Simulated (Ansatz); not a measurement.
Take Au in the fcc (Cu type) structure (space group Fm-3m, No. 225; a = 4.083 Å; relaxed with 0.1 eV smearing) as the base. Axes: x, y, z lie along the cube axes.

The values are results of PBEsol (Ansatz, a program for electronic structure, PAW, no spin-orbit coupling), earlier PAW set, not measurements.

A first run, uniaxial strain ε_yy = −2.44 %, gives secant values C11 ≈ 210 GPa and C12 ≈ 180 GPa from its stress. A second run applies isotropic strain +2.52 %.

**Question.** What does linear elasticity predict for the bulk modulus −ΔP/(ΔV/V₀) in the second run, and what does the run give?

**Answer.** Linear elasticity: (C11 + 2 C12)/3 = 190 GPa. The run gives 140 GPa; any difference comes from nonlinear terms at these strains and numerical noise.

Whether these cells are dynamically stable was not tested.
